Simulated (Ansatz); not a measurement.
The reference is ZnSe in the zinc blende structure (space group F-43m, No. 216).

```cif
data_SeZn
_chemical_formula_sum 'Se1 Zn1'
_space_group_name_H-M_alt 'P 1'
_space_group_IT_number 1
_cell_length_a 4.00652
_cell_length_b 4.00652
_cell_length_c 4.00652
_cell_angle_alpha 60.000
_cell_angle_beta 60.000
_cell_angle_gamma 60.000
loop_
_space_group_symop_operation_xyz
  'x, y, z'
loop_
_atom_site_label
_atom_site_type_symbol
_atom_site_fract_x
_atom_site_fract_y
_atom_site_fract_z
_atom_site_occupancy
Se1 Se 0.75000 0.75000 0.75000 1
Zn1 Zn 0.00000 0.00000 0.00000 1
```

Levels (all Ansatz, a program for electronic structure, PAW, earlier PAW set): r2SCAN (500 eV, no spin-orbit coupling); HSE06 (420 eV, no spin-orbit coupling); HSE06+SOC (420 eV, spin-orbit coupling included).

At the geometry relaxed with r2SCAN, these levels gave the following band gaps, in shuffled order: (a) 2.27 eV, (b) 1.86 eV, (c) 2.42 eV.

Question: Match each gap to its level.

Answer: (a) HSE06+SOC; (b) r2SCAN; (c) HSE06.

Single points use the geometry relaxed with r2SCAN. The spin-orbit shifts are approximate. Whether these cells are dynamically stable was not tested.
